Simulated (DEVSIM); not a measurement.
System: Schottky contact on n-type GaAs, at 300 K.

Layer 1 from the left is GaAs, thickness (μm) 3.20, Nd (cm⁻³) 7.1e16, τn (s) 2.3e-8, τp (s) 2.3e-8.

Left contact: Schottky, work function 4.65 eV, emission velocity 5.3e6 cm/s. Right contact: ohmic. Voltage is applied to the left contact. Recombination: SRH at mid-gap. Mobility is μmin + (μ − μmin)/(1 + (N/Nref)^α).

The device is made up for the run: typed textbook-type constants, with dimensions and the other settings drawn at random. Values at 300 K.

GaAs: gap (eV) 1.424, affinity (eV) 4.07, permittivity 12.9, Nc (cm⁻³) 4.7e17, Nv (cm⁻³) 9e18, μn (cm²/Vs) 8500, μp (cm²/Vs) 400, μn,min 500, μp,min 20, Nref,n 6e16, Nref,p 1.5e17, αn 0.39, αp 0.38.

Model (solved in DEVSIM): 1D drift-diffusion, Boltzmann statistics, complete ionisation; no tunnelling, impact ionisation, image-force lowering or self-heating. Metal contacts follow the ideal Schottky-Mott rule: no Fermi-level pinning, no interface dipoles.

Dark forward current:

| |V| (V) | |J| (A/cm²) |
|---|---|
| 0.05 | 0.0004207 |
| 0.10 | 0.003328 |
| 0.15 | 0.02342 |
| 0.20 | 0.1622 |
| 0.25 | 1.120 |
| 0.30 | 7.720 |
| 0.35 | 52.62 |
| 0.40 | 337.2 |
| 0.45 | 1664 |
| 0.50 | 4993 |

### Question
Work out the local ideality factor n = ΔV / (kT/q · ln(J2/J1)) between the rows 0.15 and 0.20 V, 0.45 and 0.50 V.

### Answer
kT/q = 25.85 mV. From 0.15 to 0.20 V: ln(0.1622/0.02342) = 1.935, n = 1.00, near the 1 of diffusion or emission over a barrier. From 0.45 to 0.50 V: ln(4993/1664) = 1.099, n = 1.76; the layers' resistance at their doping, Σ W/(qμN) = 6.4e-6 Ω cm², would take 21 mV of this step of 50 mV.

### Question
Estimate the current at 0.25 V for emission alone, J0 = q v N_band exp(−φB/kT), and read the barrier back from the simulated current.

### Answer
φB = 0.580 eV, N_band = 4.70e17 cm⁻³, J0 = 7.19e-5 A/cm²; J = J0 (exp(qV/kT) − 1) = 1.14 A/cm². The simulation gives 1.12 A/cm²; the estimate lies 1.8 % above. Read backwards, the simulated current gives an apparent barrier of 0.580 eV. The estimate leaves out transport through the depletion region and minority injection.
